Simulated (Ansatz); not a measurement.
Start from InAgTe₂ in the chalcopyrite structure (space group I-42d, No. 122; a = 6.5687 Å, c = 12.9994 Å). Axes: x, y, z lie along a, b, c of the conventional cell.

Method: PBE/PAW in Ansatz (a program for electronic structure), spin-orbit coupling left out.

Perturbation: the cell is compressed by 2.25 % along z with no lateral relaxation, atoms relaxed at fixed cell.

Task: Predict the stress tensor and what it implies for the stiffness.

Result: Stress of the strained cell less that of the base (GPa, compression positive):
```
   0.76    0.00    0.00
   0.00    0.76    0.00
   0.00    0.00    1.10
```

Then −Δσ_ii/ε with ε = -0.0225 gives secant stiffness values (nonlinear terms included at this strain): C33 ≈ 49 GPa, C13 ≈ 34 GPa and C23 ≈ 34 GPa.

Whether these cells are dynamically stable was not tested.
